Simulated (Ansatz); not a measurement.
Pressure series in MgO

Base system: MgO in the rock salt structure (space group Fm-3m, No. 225; a = 4.2044 Å).

Cell and atoms are relaxed at each pressure.

Method: Kohn–Sham DFT with the r2SCAN functional, run in Ansatz (a quantum-chemistry and plane-wave program) with PAW and 500 eV plane waves, no spin-orbit coupling.

| pressure (GPa) | band gap (eV) |
|---|---|
| -2 | 5.56 |
| -1 | 5.62 |
| 0 | 5.68 |
| 3 | ? |
| 7 | 6.09 |
| 15 | 6.51 |

### Question
Fit E_g = E₀ + αP + βP² to the rows shown and predict the withheld row.

### Answer
Least squares on the printed values gives E₀ = 5.68 eV, α = 60.8 meV/GPa, β = -0.37 meV/GPa² (largest residual 0.00 eV); this predicts 5.86 eV, and the run gives 5.86 eV, in agreement.

Load acts through the strain it causes; cell and atoms are relaxed under it. Stability against distortions was not tested. Competing high-pressure phases were not computed.
